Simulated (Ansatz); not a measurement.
## CsSnI3: biaxial strain −2.00 %, plane normal [111], relaxed out of plane

Start from CsSnI₃ in the cubic perovskite structure (space group Pm-3m, No. 221; a = 6.1305 Å). Axes: x, y, z lie along the cube axes.

It is then changed as follows: compressive biaxial strain of 2.00 % in the plane normal to [111], as in epitaxy on a mismatched substrate; the out-of-plane cell vector and the atoms relax.

Calculations: PBEsol/PAW in Ansatz (an electronic-structure program), without spin-orbit coupling. Settings: 8×8×8 k-points, 0.05 eV Fermi–Dirac smearing.

```tsv
quantity	base	changed	shift
space group	Pm-3m (No. 221)	R-3m (No. 166)	–
shortest interatomic distance	3.065 Å	3.052 Å	-0.0137 Å
energy relative to the base (free energy F)	0 meV/atom	+2.4 meV/atom	+2.4 meV/atom
pressure (mean of the normal stresses, compression positive)	0.0 GPa	0.3 GPa	+0.3 GPa
band gap	0.10 eV	zero	–
out-of-plane strain (rough)	–	+2.59 %	–
mean in-plane stress (compression positive) (rough)	–	+0.4 GPa	–
```

Without a gap, meshes like the base's 8×8×8 leave anisotropic stresses uncertain by several tenths of a GPa, and small strain energies with them. Spin-orbit coupling, missing from the scalar runs, can matter with I. Whether these cells are dynamically stable was not tested. All final runs are without spin polarisation. Many cubic perovskites are stable only at high temperature; tilts and polar distortions were not tested. A zero or small gap of CsSnI3 can be the functional's error rather than a property of the material.
